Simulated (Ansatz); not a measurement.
# Cu2Te, pressure series

Take Cu2Te (space group P6/mmm, No. 191; a = 4.233 Å, c = 8.451 Å; a cell from a computed database, its experimental status unchecked; layered, stacked along the Cartesian z axis) as the base.

Cell and atoms are relaxed at each pressure.

Calculations: plane-wave PAW DFT at the r2SCAN+rVV10 level (Ansatz, a first-principles code, 500 eV), no spin-orbit coupling.

Candidates:
(a) pressure 0.7 GPa
(b) pressure 7.5 GPa
(c) pressure 0.3 GPa

Base values:

| Item | Result |
|---|---|
| c/a ratio | 1.997 |

Question: Order them by c/a ratio, lowest first.

Answer: (b) pressure 7.5 GPa (1.790), (a) pressure 0.7 GPa (1.970), (c) pressure 0.3 GPa (1.984)

Load acts through the strain it causes; cell and atoms are relaxed under it. Whether these cells are dynamically stable was not tested. No other phases were tried under pressure. All final runs are without spin polarisation.
